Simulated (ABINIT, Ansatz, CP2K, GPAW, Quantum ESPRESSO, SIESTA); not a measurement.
## One structure in several programs: AgAu (R-3m, 2 atoms in the cell)

Self-consistent single point.

```yaml
crystal:
  lattice:
    - [1.42756, 0.82420, 4.63319]
    - [-1.42756, 0.82420, 4.63319]
    - [0.00000, -1.64841, 4.63319]
  atoms:
    - { symbol: Ag, position: [0.00000, 0.00000, 0.00000] }
    - { symbol: Au, position: [0.50000, 0.50000, 0.50000] }
```

All programs got the same cell, k-point mesh and kind of occupations (in Ansatz's words: kpoints.mp_grid.grid = 9 9 9; scf.occupations.method = fermi_dirac; scf.occupations.width = 0.1 eV); potentials, basis and cutoffs are each program's usual ones.

```tsv
code	model	pressure (GPa)	k-points	cutoff
SIESTA	GGA PBEsol, numerical atomic orbitals DZP, PseudoDojo PBEsol standard norm-conserving potentials (rewritten from UPF to PSML)	3.72	365	grid 300 Ry
CP2K	PBEsol, GPW, DZVP-MOLOPT-SR-GTH basis, GTH-PBE potentials (GTH_POTENTIALS)	10.10	365	grid 500 Ry
GPAW	PBEsol, GPAW PAW datasets PBEsol (made by gpaw-setup)	5.78	85	550 eV
Quantum ESPRESSO	PBEsol, GBRV 1.5 ultrasoft (PBESOL) pseudopotentials	3.25	85	40 Ry
Ansatz	PBEsol, PAW files made with PBE	4.24	85	420 eV
ABINIT	PBEsol, norm-conserving pseudopotentials (PseudoDojo nc-sr-04 PBEsol standard)	4.01	85	82 Ry
```

The spread over the programs that give each value: pressure within 6.85 GPa.

The starting cell comes from a database of computed structures (which also holds hypothetical and non-ambient phases and stackings), without a prior relaxation at this level. Its lattice was rescaled by a random factor within 2.5 % of one. On Ansatz's run: Spin-orbit coupling is off. In the base run, with a pressure of about 4 GPa the cell is away from its equilibrium volume at this level.

Task: Why do the programs differ, and what cannot be compared?

Result: Differences of this kind can come from the potentials, where these differ, and from what each basis and cutoff leave unconverged. The valence holds different numbers of electrons (SIESTA 38, CP2K 22, GPAW 28, Quantum ESPRESSO 30, Ansatz (a first-principles code) 38, ABINIT 38). The zero of total energies and Fermi levels follows the potentials and each program's conventions, so they are not compared here. SIESTA and CP2K use small atom-centred bases, whose incompleteness enters pressures, forces and empty levels differently from a plane-wave cutoff. Ansatz's pressure is given at a fixed set of plane waves, as the other plane-wave codes print theirs; with its correction for the finite basis it is 4.31 GPa. The programs reduce the same mesh by symmetry to different extents, which changes the work and not the result. In the pressure, CP2K (by 5.98) and GPAW (by 1.65) lie more than 1 GPa from the median of the plane-wave programs.

Left out of this page: Elk and FLEUR (not drawn, or without a comparable value).

Keys are those of Ansatz 0.2.
